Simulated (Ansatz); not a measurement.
**What O on a Ba site (antisite), symmetric start does to BaTiO3**

The reference is a 20-atom supercell of BaTiO3 in the cubic perovskite structure (space group Pm-3m, No. 221; a = 4.019 Å) at its relaxed geometry.

It is then changed as follows: one Ba atom is replaced by O, atoms relaxed at fixed cell.

Method: Kohn–Sham DFT with the PBE functional, run in Ansatz (a first-principles code) with PAW and 420 eV plane waves, no spin-orbit coupling. Γ-centred 4×4×4 mesh, Fermi–Dirac width 0.01 eV.

```csv
quantity,base,changed,shift
gap of the supercell,1.78 eV,zero,–
total moment of the cell,–,4.0 μB,–
largest displacement of a host atom from its site in the perfect cell,–,0.04 Å,–
mean distance from the defect site to its nearest host atoms,284 pm,288 pm,+4 pm
```

Final structure:

```yaml
crystal:
  lattice:
    - [4.01924, -4.01924, -4.01924]
    - [-4.01924, 4.01924, -4.01924]
    - [4.01924, 4.01924, 4.01924]
  atoms:
    - { symbol: O, position: [0.50000, 0.50000, 0.00000] }
    - { symbol: Ba, position: [0.00000, 0.00000, 0.00000] }
    - { symbol: Ba, position: [0.00000, 0.50000, 0.50000] }
    - { symbol: Ba, position: [0.50000, 0.00000, 0.50000] }
    - { symbol: Ti, position: [0.50000, 0.50000, 0.50000] }
    - { symbol: Ti, position: [0.00000, 0.00000, 0.50000] }
    - { symbol: Ti, position: [0.00000, 0.50000, 0.00000] }
    - { symbol: Ti, position: [0.50000, 0.00000, 0.00000] }
    - { symbol: O, position: [0.24675, 0.50000, 0.25325] }
    - { symbol: O, position: [0.75325, 0.00650, 0.25325] }
    - { symbol: O, position: [0.75325, 0.50000, 0.74675] }
    - { symbol: O, position: [0.24675, 0.99350, 0.74675] }
    - { symbol: O, position: [0.75325, 0.75325, 0.50650] }
    - { symbol: O, position: [0.24675, 0.24675, 0.49350] }
    - { symbol: O, position: [0.24675, 0.75325, 0.00000] }
    - { symbol: O, position: [0.75325, 0.24675, 0.00000] }
    - { symbol: O, position: [0.50000, 0.24675, 0.25325] }
    - { symbol: O, position: [0.00650, 0.75325, 0.25325] }
    - { symbol: O, position: [0.99350, 0.24675, 0.74675] }
    - { symbol: O, position: [0.50000, 0.75325, 0.74675] }
```

Other magnetic orders, which the real material may have, were not ruled out. In so small a cell the defect repeats every few ångströms: this is an ordered compound, not a dilute defect. A case with no gap was solved on a k-mesh chosen for an insulator, which is coarse for it. The defect started on the symmetric site and kept its symmetry, so it may sit on a saddle. No Hubbard U is applied, and correlation can decide whether such a compound is a metal. Spin-polarised in the final run: O on a Ba site (antisite); the other runs are not. Many cubic perovskites are stable only at high temperature; tilts and polar distortions were not tested. The defect cell is spin-polarised and ends with 4.0 μB. This is not the structure that BaTiO3 has at room temperature and ambient pressure.
